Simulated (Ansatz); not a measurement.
```yaml
crystal:
  lattice:
    - [2.38408, 1.37645, 4.33249]
    - [-2.38408, 1.37645, 4.33249]
    - [0.00000, -2.75290, 4.33249]
  atoms:
    - { symbol: Al, position: [0.35208, 0.35208, 0.35208] }
    - { symbol: Al, position: [0.14792, 0.14792, 0.14792] }
    - { symbol: Al, position: [0.64792, 0.64792, 0.64792] }
    - { symbol: Al, position: [0.85208, 0.85208, 0.85208] }
    - { symbol: O, position: [0.55590, 0.94410, 0.25000] }
    - { symbol: O, position: [0.25000, 0.55590, 0.94410] }
    - { symbol: O, position: [0.94410, 0.25000, 0.55590] }
    - { symbol: O, position: [0.44410, 0.05590, 0.75000] }
    - { symbol: O, position: [0.75000, 0.44410, 0.05590] }
    - { symbol: O, position: [0.05590, 0.75000, 0.44410] }
```

No spin polarisation.

Calculations: PBEsol, PAW, 420 eV (Ansatz, a first-principles code; without spin-orbit coupling). k-mesh 8×8×8 (Γ-centred); smearing 0.05 eV (Fermi–Dirac).

Question: Predict the gap character.

Answer: Direct at Γ.

Question: What is the computed valence-band top at Γ (three highest levels, from the VBM)?

Answer: 0.00, -0.04, -0.04 eV.

Load acts through the strain it causes; cell and atoms are relaxed under it. Whether these cells are dynamically stable was not tested. The cell was made from Al2O3 in the corundum structure (space group R-3c, No. 167) by this change: pressure 0.9 GPa.
